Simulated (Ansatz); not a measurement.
The reference is P (space group I4_132, No. 214; a = 6.0294 Å; a hypothetical phase, not in the database extracts checked).

Method: PBEsol in Ansatz (plane waves to 420 eV, PAW, spin-orbit coupling left out).

Base values:

- Lattice parameter a: 6.029 Å
- Band gap: zero

The change: a hydrostatic pressure of 0.7 GPa.

Question: Estimate the effect on the lattice parameter a.

Answer: The lattice parameter a falls by 0.0317 Å (6.029 Å → 5.998 Å).

Question: What happens to the band gap?

Answer: The band gap is still zero.

Load acts through the strain it causes; cell and atoms are relaxed under it. Whether these cells are dynamically stable was not tested.

Ansatz is an electronic-structure program.
